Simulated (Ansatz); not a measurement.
## BAs: response to strain

Start from BAs in the zinc blende structure (space group F-43m, No. 216; a = 4.809 Å).

Strains are applied to the cell and any free atomic positions relax.

Method: PBE (Ansatz, a first-principles code), spin-orbit coupling left out.

Candidates:
(a) isotropic strain +3.00 %
(b) isotropic strain −3.00 %
(c) isotropic strain −2.00 %
(d) isotropic strain −0.50 %
(e) isotropic strain +1.50 %

Before the change:

Band gap: 1.21 eV

### Question
Order them by band gap, lowest first.

### Answer
(b) isotropic strain −3.00 % (1.11 eV), (c) isotropic strain −2.00 % (1.15 eV), (d) isotropic strain −0.50 % (1.19 eV), (e) isotropic strain +1.50 % (1.25 eV), (a) isotropic strain +3.00 % (1.29 eV)

Stability against distortions was not tested.
